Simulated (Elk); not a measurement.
```xyz
3
Lattice="3.7227 0.0000 0.0000 -1.8613 3.2239 0.0000 0.0000 0.0000 16.9820" Properties=species:S:1:pos:R:3 pbc="T T T"
Pt     0.0000     0.0000     8.4910
Se     0.0000     2.1493     9.9820
Se     1.8613     1.0746     7.0000
```

Computed with revPBE, all-electron FP-LAPW, Elk's shipped species files, default APW+lo basis (Elk).

The set-up and first iterations of an Elk log for a sheet of PtSe2 (3 atoms in the cell):

```
│ Elk code version 10.2.4 │

All units are atomic (Hartree, Bohr, etc.)

│ Ground-state run starting from atomic densities │

Lattice vectors :
   7.034853302      0.9229727532E-06   0.000000000
  -3.517427450       6.092361210       0.000000000
   0.000000000       0.000000000       32.09140086

Unit cell volume      :    1375.401197
Brillouin zone volume :   0.1803475334

Muffin-tin inner radius fraction :   0.1000000000E-01

Nuclei treated as point charges

Species :    1 (Pt)
 parameters loaded from : Pt.in
 name : platinum
 nuclear charge    :   -78.00000000
 electronic charge :    78.00000000
 atomic mass :    355605.4398
 muffin-tin radius :    2.492000000
 number of radial points in muffin-tin :    697
 atomic positions (lattice), magnetic fields (Cartesian) :
   1 :   0.00000000  0.00000000  0.00000000    0.00000000  0.00000000  0.00000000

Species :    2 (Se)
 parameters loaded from : Se.in
 name : selenium
   [... lines left out ...]
 using average radius
Maximum |G+k| for APW functions       :    3.104671792
Maximum (1/2)|G+k|²                   :    4.819493468
Maximum |G| for potential and density :    6.209344584
 potential will be trimmed for |G| > 2 gkmax
Constant for pseudocharge density :    4
Radial integration step length :    4

G-vector grid sizes :     14    14    64
Number of G-vectors :     5493

Maximum angular momentum used for
 APW functions                      :    8
 outer part of muffin-tin           :    6
 inner part of muffin-tin           :    1

Total nuclear charge    :   -146.0000000
Total core charge       :    84.00000000
Total valence charge    :    62.00000000
Total excess charge     :    0.000000000
Total electronic charge :    146.0000000

Effective Wigner radius, rₛ :    1.310175008

Number of empty states         :   12
Total number of valence states :   43
Total number of core states    :   84

Total number of local-orbitals :   61

Exchange-correlation functional :     21     0     0
 Revised PBE, Zhang-Yang, Phys. Rev. Lett. 80, 890 (1998)
 gradient requirement :    1
 generalised gradient approximation (GGA)

Smearing type :    1
 Methfessel-Paxton order 1, Phys. Rev. B 40, 3616 (1989)
Smearing width :   0.3674930000E-02
Effective electronic temperature (K) :    1160.451112

Mixing type :    3
 Broyden mixing, J. Phys. A: Math. Gen. 17, L317 (1984)

Kohn-Sham potential initialised from atomic data
│ Self-consistent loop started │
│ Loop number : 1 │
 total energy                :     -23266.7240786
│ Loop number : 2 │
 total energy                :     -23269.1137987
RMS change in Kohn-Sham potential (target) :   0.6198624940     (  0.1000000000E-05)
Absolute change in total energy (target)   :    2.389720097     (  0.1000000000E-03)
│ Loop number : 3 │
 total energy                :     -23268.6363918
RMS change in Kohn-Sham potential (target) :   0.6181822799     (  0.1000000000E-05)
Absolute change in total energy (target)   :   0.1200231185     (  0.1000000000E-03)
│ Loop number : 4 │
 total energy                :     -23268.5041184
RMS change in Kohn-Sham potential (target) :   0.6184344473     (  0.1000000000E-05)
Absolute change in total energy (target)   :   0.1022676641     (  0.1000000000E-03)
│ Loop number : 5 │
 total energy                :     -23268.9642735
RMS change in Kohn-Sham potential (target) :   0.6110100869     (  0.1000000000E-05)
Absolute change in total energy (target)   :   0.4345881931     (  0.1000000000E-03)
│ Loop number : 6 │
 total energy                :     -23270.6313849
RMS change in Kohn-Sham potential (target) :   0.5950019732     (  0.1000000000E-05)
Absolute change in total energy (target)   :    1.775758406     (  0.1000000000E-03)
│ Loop number : 7 │
 total energy                :     -22929.9496038
RMS change in Kohn-Sham potential (target) :    2.055197159     (  0.1000000000E-05)
   [... lines left out ...]
```

How does the run end?

The run ended unconverged after 100 iterations. It gives no final result for the task that was set. The log goes on:

```
 total energy                :     -23308.0300263
RMS change in Kohn-Sham potential (target) :   0.2800969444E-01 (  0.1000000000E-05)
   [... lines left out ...]
RMS change in Kohn-Sham potential (target) :   0.9869055940E-01 (  0.1000000000E-05)
Absolute change in total energy (target)   :   0.3015391538     (  0.1000000000E-03)
│ Loop number : 98 │
 total energy                :     -23308.5691369
RMS change in Kohn-Sham potential (target) :   0.9661314764E-01 (  0.1000000000E-05)
Absolute change in total energy (target)   :   0.3202640136     (  0.1000000000E-03)
│ Loop number : 99 │
 total energy                :     -23309.0031225
RMS change in Kohn-Sham potential (target) :   0.9531201922E-01 (  0.1000000000E-05)
Absolute change in total energy (target)   :   0.5140515961     (  0.1000000000E-03)
│ Loop number : 100 │
Reached self-consistent loops maximum

Energies :
 Fermi                       :    -0.349314690017E-01
 total energy                :     -23310.4887253

Density of states at Fermi energy :    56.52356404
 (states/Hartree/unit cell)

Estimated indirect band gap :   0.3726799861E-01
 from k-point      1 to k-point      2
Estimated direct band gap   :   0.4237068848E-01
 at k-point      2

Charges :
 core                        :    84.00000000
 valence                     :    62.00000000
 interstitial                :    6.495443639
 muffin-tins (core leakage)
  species :    1 (Pt)
   atom    1                 :    76.37483159     (  0.7731477373E-03)
  species :    2 (Se)
   atom    1                 :    31.56486239     (  0.3230472034E-03)
   atom    2                 :    31.56486239     (  0.3230472034E-03)
 total in muffin-tins        :    139.5045564
 total calculated charge     :    145.9756052
 total charge                :    146.0000000
 error                       :   0.2439481266E-01

│ Self-consistent loop stopped │
```

The starting cell was generated: these elements placed on a structure prototype, without a prior relaxation; it need not be a known phase or ordering of this composition. Its lattice was rescaled in the plane by a random factor within 2.5 % of one. Spin-orbit coupling is off. Values depend on the basis (sphere radii, cutoffs, local orbitals), which need not be converged.

The run was DFT, revPBE, all-electron FP-LAPW, Elk's shipped species files, default APW+lo basis. Main settings of its input:

| setting | value |
|---|---|
| xctype | 21 |
| stype | 1 |
| swidth | 0.00367493 Ha |
| ngridk | 5 5 1 |
| gmaxvr | 4.4 1/bohr |
| rmtscf | 0.89 |
| maxscl | 100 |
